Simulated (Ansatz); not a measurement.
# How far PBE and r2SCAN part for SiC, pressure −1 GPa

The parent structure is SiC in the zinc blende structure (space group F-43m, No. 216; a = 4.380 Å).

(Cell as relaxed with PBE.)

Levels (all Ansatz, an electronic-structure program, PAW): PBE (420 eV, no spin-orbit coupling); r2SCAN (500 eV, no spin-orbit coupling).

Each level relaxes its own structure.

| base | PBE | r2SCAN |
|---|---|---|
| volume per atom | 10.50 Å³ | 10.33 Å³ |
| lattice parameter a | 4.380 Å | 4.356 Å |
| band gap | 1.37 eV | 1.71 eV |

Now apply this change: a negative pressure, −1 GPa.

| quantity | PBE | r2SCAN |
|---|---|---|
| lattice parameter a | 4.387 Å | ? |
| band gap | 1.38 eV | ? |
| electron mass | 0.68 mₑ along k, 0.23 mₑ across (at X) | ? |

Predict the r2SCAN column.


- lattice parameter a, r2SCAN: 4.363 Å
- band gap, r2SCAN: 1.72 eV
- electron mass, r2SCAN: 0.64 mₑ along k, 0.23 mₑ across (at X)

PBE's lattice parameter a lies 0.024 Å above r2SCAN's (0.5 %); PBE's band gap lies 0.34 eV below r2SCAN's. Neither level is exact; r2SCAN is the comparison here, not a measurement.

Load acts through the strain it causes; cell and atoms are relaxed under it. Masses are band curvatures over ±0.01 Å⁻¹ around the edge. Along k means along the line from Γ to the band edge. Stability against distortions was not tested.
